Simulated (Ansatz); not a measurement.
Start from Ni2Si (space group Pnma, No. 62; a = 4.916 Å, b = 3.698 Å, c = 7.008 Å; non-magnetic).

Method: PBEsol/PAW in Ansatz (a program for electronic structure), no SOC.

One change was made to it. Results:

| quantity | base | after |
|---|---|---|
| density | 7.58 g/cm³ | 7.65 g/cm³ |
| shortest interatomic distance | 2.291 Å | 2.286 Å |
| band gap | zero | zero |

Which of these changes matches the shifts?
A) pressure 18 GPa
B) pressure 4.2 GPa
C) pressure 30 GPa
D) pressure 9 GPa
E) pressure 1.8 GPa

E, pressure 1.8 GPa. For comparison, the density in the other runs: pressure 18 GPa gives 8.14 g/cm³; pressure 9 GPa gives 7.88 g/cm³; pressure 4.2 GPa gives 7.73 g/cm³; pressure 30 GPa gives 8.44 g/cm³.

Load acts through the strain it causes; cell and atoms are relaxed under it. Whether these cells are dynamically stable was not tested. Competing high-pressure phases were not computed. Seeded moments were not kept for the base. The final runs are not spin-polarised.
